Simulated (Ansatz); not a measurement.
Start from Mg in the hcp (Mg type) structure (space group P6_3/mmc, No. 194; a = 3.1751 Å, c = 5.1628 Å; relaxed with 0.1 eV smearing). Axes: x lies along a and z along c of the hexagonal cell.

Computed with Ansatz (a program for electronic structure) PBEsol, no SOC.

The change: an isotropic linear strain of −3.00 %; the atoms relax in the strained cell.

Question: Predict the stress tensor and what it implies for the stiffness.

Answer: Stress of the strained cell less that of the base (GPa, compression positive):
```
    4.1     0.0     0.0
    0.0     4.1     0.0
    0.0     0.0     4.0
```

Then B = −ΔP/(ΔV/V₀) with ΔV/V₀ = -0.0873 gives secant stiffness values (nonlinear terms included at this strain): B (at held cell shape, above the free-shape value) ≈ 47 GPa.

As a check, the harmonic strain energy −½ V₀ Δσ:ε is 26 meV/atom; the computed energy rise is 23 meV/atom.

Whether these cells are dynamically stable was not tested.
